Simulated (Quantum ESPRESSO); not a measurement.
Worked example: self-consistent single point of SiC (P6_3mc, 12 atoms in the cell) in Quantum ESPRESSO.

Computed with PBE, GBRV 1.5 ultrasoft (PBE) pseudopotentials (plane waves; Quantum ESPRESSO).

```xyz
12
Lattice="3.1022 0.0000 0.0000 -1.5511 2.6865 0.0000 0.0000 0.0000 15.2234" Properties=species:S:1:pos:R:3 pbc="T T T"
Si     0.0000     1.7910    12.6809
Si     1.5511     0.8955     5.0692
Si     1.5511     0.8955    10.1464
Si     0.0000     1.7910     2.5347
Si     0.0000     0.0000     7.6076
Si     0.0000     0.0000    15.2193
C      0.0000     0.0000    13.3109
C      0.0000     0.0000     5.6992
C      0.0000     1.7910    10.7782
C      1.5511     0.8955     3.1665
C      1.5511     0.8955     8.2438
C      0.0000     1.7910     0.6321
```

Reference input (self-consistent single point, DFT, PBE, plane waves, GBRV 1.5 ultrasoft (PBE) pseudopotentials): ecutwfc = 40 Ry; ecutrho = 200 Ry; occupations = smearing; smearing = gaussian; degauss = 0.000734986 Ry; potentials = {Si: si_pbe_v1.uspp.F.UPF, C: c_pbe_v1.2.uspp.F.UPF}; K_POINTS = automatic 10 10 2 0 0 0; conv_thr = 1e-10 Ry. This run's input differs from it in these lines:

```diff
@@ -13,4 +13,4 @@
   ntyp = 2
-  ecutwfc = 40
-  ecutrho = 200
+  ecutwfc = 32
+  ecutrho = 160
   occupations = 'smearing'
```

Output, abridged:

```
     Self-consistent Calculation

     iteration #  1     ecut=    32.00 Ry     beta= 0.70

---- Real-time Memory Report at c_bands before calling an iterative solver
           138 MiB given to the printing process from OS
            63 MiB allocation reported by mallinfo(arena+hblkhd)
------------------

     total energy              =    -125.80375690 Ry
     estimated scf accuracy    <       2.53026035 Ry

     iteration #  2     ecut=    32.00 Ry     beta= 0.70

---- Real-time Memory Report at c_bands before calling an iterative solver
           198 MiB given to the printing process from OS
   [... lines left out ...]

---- Real-time Memory Report at c_bands before calling an iterative solver
           206 MiB given to the printing process from OS
            93 MiB allocation reported by mallinfo(arena+hblkhd)
------------------

     total energy              =    -126.70130837 Ry
     estimated scf accuracy    <          2.7E-10 Ry

     iteration # 13     ecut=    32.00 Ry     beta= 0.70

---- Real-time Memory Report at c_bands before calling an iterative solver
           206 MiB given to the printing process from OS
            93 MiB allocation reported by mallinfo(arena+hblkhd)
------------------
     End of self-consistent calculation

     the Fermi energy is    10.2889 ev

!    total energy              =    -126.70130837 Ry
     estimated scf accuracy    <          3.9E-12 Ry
     smearing contrib. (-TS)   =      -0.00000000 Ry
     internal energy E=F+TS    =    -126.70130837 Ry

     convergence has been achieved in  13 iterations

     Forces acting on atoms (cartesian axes, Ry/au):

     atom    1 type  1   force =     0.00000000    0.00000000   -0.00001239
     atom    2 type  1   force =     0.00000000    0.00000000   -0.00001239
     atom    3 type  1   force =     0.00000000   -0.00000000    0.00004066
     atom    4 type  1   force =     0.00000000    0.00000000    0.00004066
     atom    5 type  1   force =     0.00000000   -0.00000000   -0.00002945
   [... lines left out ...]

     Total force =     0.000134     Total SCF correction =     0.000003

          total   stress  (Ry/bohr**3)                   (kbar)     P=      -15.78
  -0.00010624  -0.00000000   0.00000000          -15.63       -0.00        0.00
  -0.00000000  -0.00010624   0.00000000           -0.00      -15.63        0.00
   0.00000000   0.00000000  -0.00010934            0.00        0.00      -16.08

   JOB DONE.
```

The run converged in 13 iterations. Against the reference run the free energy rises by 2.7 meV/atom, the pressure goes from -1.75 to -1.58 GPa, the largest force stays at 0.002 eV/Å and the gap on the mesh moves little (2.041 to 2.040 eV).

The starting cell comes from a database of computed structures (which also holds hypothetical and non-ambient phases and stackings), without a prior relaxation at this level. Its lattice was rescaled by a random factor within 2.5 % of one.

Cost on one core of a shared machine: roughly 40 s.
